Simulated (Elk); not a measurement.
Checking a run of Elk on ZnAu (Pm-3m, 2 atoms in the cell). The aim is a self-consistent single point with DFT, LDA (PW92), all-electron FP-LAPW, Elk's shipped species files, APW+lo basis with extra local orbitals.

Cell that was meant: a = 3.1239 Å, b = 3.1239 Å, c = 3.1239 Å, α = 90.00°, β = 90.00°, γ = 90.00°.

Part of the input:

```
lorbcnd
  .true.

lmaxi
  2

stype
[...]
swidth
  0.00367493

scale
  1.889726125

avec
    5.9033250000    0.0000000000    0.0000000000
    0.0000000000    5.9033250000    0.0000000000
    0.0000000000    0.0000000000    5.9033250000

atoms
  2   : nspecies
```

Output, abridged:

```
│ Elk code version 10.2.4 │

All units are atomic (Hartree, Bohr, etc.)

│ Ground-state run starting from atomic densities │

   [... lines left out ...]
Total number of core states    :   60

Conduction state local-orbitals added automatically
Total number of local-orbitals :  182

Exchange-correlation functional :      3     0     0
 Perdew-Wang/Ceperley-Alder, Phys. Rev. B 45, 13244 (1992)
 gradient requirement :    0
 local density approximation (LDA)

Smearing type :    3
 Fermi-Dirac
Smearing width :   0.3674930000E-02
Effective electronic temperature (K) :    1160.451112

Mixing type :    3
 Broyden mixing, J. Phys. A: Math. Gen. 17, L317 (1984)

Kohn-Sham potential initialised from atomic data
│ Self-consistent loop started │
│ Loop number : 1 │
 total energy                :     -20831.5517282
│ Loop number : 2 │
 total energy                :     -20831.3085023
RMS change in Kohn-Sham potential (target) :   0.4744230259E-01 (  0.1000000000E-05)
Absolute change in total energy (target)   :   0.2432259501     (  0.1000000000E-03)
│ Loop number : 3 │
 total energy                :     -20831.3846272
RMS change in Kohn-Sham potential (target) :   0.4679584336E-01 (  0.1000000000E-05)
Absolute change in total energy (target)   :   0.1531845345E-01 (  0.1000000000E-03)
   [... lines left out ...]
Absolute change in total energy (target)   :   0.1479499490E-02 (  0.1000000000E-03)
│ Loop number : 14 │
 total energy                :     -20830.6213122
RMS change in Kohn-Sham potential (target) :   0.5454385881E-06 (  0.1000000000E-05)
Absolute change in total energy (target)   :   0.2372716663E-03 (  0.1000000000E-03)
│ Loop number : 15 │
 total energy                :     -20830.6213511
RMS change in Kohn-Sham potential (target) :   0.5536657164E-06 (  0.1000000000E-05)
Absolute change in total energy (target)   :   0.2035564466E-04 (  0.1000000000E-03)
Convergence targets achieved

│ Loop number : 16 │

Energies :
 Fermi                       :    -0.150764891934
 total energy                :     -20830.6213405

Density of states at Fermi energy :    124.6147444
 (states/Hartree/unit cell)

Estimated indirect band gap :   0.1076167332E-02
 from k-point     12 to k-point     14
Estimated direct band gap   :   0.2041921765E-01
 at k-point     10

Charges :
 core                        :    60.00000000
 valence                     :    49.00000000
 interstitial                :    2.496359495
 muffin-tins (core leakage)
  species :    1 (Zn)
   atom    1                 :    28.67720634     (  0.8443550360E-04)
  species :    2 (Au)
   atom    1                 :    77.82643416     (  0.9794310591E-04)
 total in muffin-tins        :    106.5036405
 total calculated charge     :    108.9851012
 total charge                :    109.0000000
 error                       :   0.1489880284E-01

│ Self-consistent loop stopped │
```

Problem. Is this run sound? If not, what is wrong?

Solution. The run is not sound. The fault is this: lattice vectors in bohr beside a scale meant for angstrom. Bohr and ångström differ by a factor of 1.89; the cell that the program reads is then far too large or far too small. To fix it, give the lengths in the unit that the key or card expects. The run converged in 16 iterations without an error.

An input that runs soundly differs in these lines (not the only fix; some lines may just follow from the change or write a value another way):
```diff
+rmtscf
+  0.92
+
-scale
-  1.889726125
-
-    5.9033250000    0.0000000000    0.0000000000
-    0.0000000000    5.9033250000    0.0000000000
-    0.0000000000    0.0000000000    5.9033250000
+    5.9033248893    0.0000000000    0.0000000000
+    0.0000000000    5.9033248893    0.0000000000
+    0.0000000000    0.0000000000    5.9033248893
```

With that input, the run converged in 17 iterations: free energy E − TS -566836.5197 eV; pressure from finite strains at a fixed basis (rough; not comparable with other codes) -2.79 GPa; Fermi level (on the code's own zero) 9.09 eV (DFT, LDA (PW92), all-electron FP-LAPW, Elk's shipped species files, APW+lo basis with extra local orbitals).

On the sound input: the starting cell comes from a database of computed structures (which also holds hypothetical and non-ambient phases and stackings), without a prior relaxation at this level. Its lattice was rescaled by a random factor within 2.5 % of one. Spin-orbit coupling is off. Values depend on the basis (sphere radii, cutoffs, local orbitals), which need not be converged. The log's line on a gap gives a spacing of levels on this mesh, which the program prints for metals too.
